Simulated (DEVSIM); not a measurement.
# abrupt Si n-p junction

Structure: abrupt Si n-p junction, at 300 K.

| layer (left to right) | material | thickness (μm) | Nd (cm⁻³) | Na (cm⁻³) | τn (s) | τp (s) |
|---|---|---|---|---|---|---|
| 1 | Si | 39.0 | 1.6e18 | - | 8.9e-7 | 8.9e-7 |
| 2 | Si | 2.00 | - | 1.2e14 | 8.9e-7 | 8.9e-7 |

Left contact: ohmic. Right contact: ohmic. Voltage is applied to the left contact. Recombination: SRH at mid-gap, radiative, Auger. Mobility is μmin + (μ − μmin)/(1 + (N/Nref)^α).

The device is made up for the run: typed textbook-type constants, with dimensions and the other settings drawn at random. Values at 300 K.

```csv
parameter,Si
gap (eV),1.124
affinity (eV),4.05
permittivity,11.7
Nc (cm⁻³),2.86e19
Nv (cm⁻³),3.1e19
μn (cm²/Vs),1417
μp (cm²/Vs),470
"μn,min",52
"μp,min",45
"Nref,n",9.7e16
"Nref,p",2.2e17
αn,0.68
αp,0.72
B (cm³/s),4.7e-15
Cn (cm⁶/s),2.8e-31
Cp (cm⁶/s),9.9e-32
```

Model (solved in DEVSIM): 1D drift-diffusion, Boltzmann statistics, complete ionisation; no tunnelling, impact ionisation, image-force lowering or self-heating.

- Potential step across the device at zero bias = 0.727 V
- Largest field in the device at zero bias = 69000 V/cm
- Dark forward voltage at 1 A/cm² = 0.437 V
- Dark forward voltage at 100 A/cm² = 0.628 V

Dark forward current:

(V (V), J (A/cm²)): (-0.05, -1.8e-6); (-0.10, -1.2e-5); (-0.15, -6.8e-5); (-0.20, -0.00038); (-0.25, -0.0021); (-0.30, -0.012); (-0.35, -0.062); (-0.40, -0.32); (-0.45, -1.5); (-0.50, -6.1); (-0.55, -21); (-0.60, -60); (-0.65, -150); (-0.70, -320); (-0.75, -600); (-0.80, -980); (-0.85, -1400); (-0.90, -1900); (-0.95, -2500)

Dark reverse current:

| V (V) | J (A/cm²) |
|---|---|
| 0.20 | 5.9e-7 |
| 0.50 | 9.4e-7 |
| 1.00 | 1.5e-6 |
| 1.50 | 2.1e-6 |
| 2.00 | 2.6e-6 |
| 3.00 | 3.7e-6 |
| 4.00 | 4.9e-6 |
| 5.00 | 5.9e-6 |
| 6.50 | 7.6e-6 |
| 8.00 | 9.2e-6 |
| 10.00 | 1.1e-5 |
